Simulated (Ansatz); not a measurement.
Results of r²SCAN (plane waves, PAW; Ansatz, a quantum-chemistry and plane-wave program) for cubic perovskite CsCdCl3.

Settings: plane-wave cutoff 560 eV, 8×8×8 k mesh, Fermi–Dirac smearing 0.01 eV, scalar-relativistic PAW data made under PBE.

Computed points:

```csv
V (Å³/atom),E − E_lowest (meV/atom),P (GPa)
27.329,13.09,2.558
27.911,5.58,1.602
28.492,1.34,0.753
29.074,0.00,-0.002
29.655,1.25,-0.673
30.237,4.79,-1.269
30.818,10.38,-1.799
```

**Question.** Estimate the bulk modulus from the pressures at 28.492 and 29.655 Å³/atom, and compare it with a fit to all energies.

**Answer.** B = −V dP/dV. Between V = 28.492 and 29.655 Å³/atom, dP/dV = (-0.673 − (0.753))/(29.655 − 28.492) = -1.23 GPa per Å³/atom; at the midpoint 29.074 Å³/atom this gives B ≈ 35.6 GPa. The third-order Birch–Murnaghan fit gives V0 = 29.072 Å³/atom, B0 = 35.6 GPa, B′ = 4.9, which lies within 1 % of that estimate.

Spin–orbit coupling is not included.

Static lattice: no zero-point or thermal effects.
